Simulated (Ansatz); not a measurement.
## Rb2TlRhF6, pressure series

The reference is Rb₂TlRhF₆ (space group Fm-3m, No. 225; a = 9.097 Å; a cell from a computed database, its experimental status unchecked).

Cell and atoms are relaxed at each pressure.

Computed with r2SCAN (Ansatz, a quantum-chemistry and plane-wave program; PAW; 500 eV plane waves; scalar-relativistic without spin-orbit coupling), earlier PAW set.

Candidates:
(a) pressure −1 GPa
(b) pressure 3 GPa
(c) pressure −2 GPa
(d) pressure 10 GPa

For the base:

* **Band gap**: 2.57 eV

Task: Order them by band gap, highest first.

Result: (b) pressure 3 GPa (2.64 eV), (d) pressure 10 GPa (2.57 eV), (a) pressure −1 GPa (2.54 eV), (c) pressure −2 GPa (2.50 eV)

Spin-orbit coupling, missing from the scalar runs, can matter with Tl. Load acts through the strain it causes; cell and atoms are relaxed under it. No phonon test of stability was made. No other phases were tried under pressure.
